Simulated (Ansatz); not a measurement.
Consider Zr in the hcp (Mg type) structure (space group P6_3/mmc, No. 194; relaxed with 0.1 eV smearing).

```
CELL_PARAMETERS angstrom
      3.23041     0.00000     0.00000
     -1.61520     2.79762     0.00000
      0.00000     0.00000     5.17879
ATOMIC_POSITIONS crystal
  Zr 0.66667 0.33333 0.75000
  Zr 0.33333 0.66667 0.25000
```

The values are results of PBE (Ansatz, a program for electronic structure; PAW; 420 eV plane waves; without spin-orbit coupling), not measurements.

For the base:

- Pressure: 0.0 GPa

One thing is altered: the cell is scaled by 1.0100 in all directions, atoms relaxed at fixed cell.

### Question
Estimate the effect on the pressure.

### Answer
The pressure (mean of the normal stresses, compression positive) goes from zero to -2.7 GPa.

### Question
Predict the new energy relative to the base.

### Answer
The energy rises by 6.0 meV/atom.

The cells carry an imposed strain or load. Stability against distortions was not tested. All final runs are without spin polarisation.
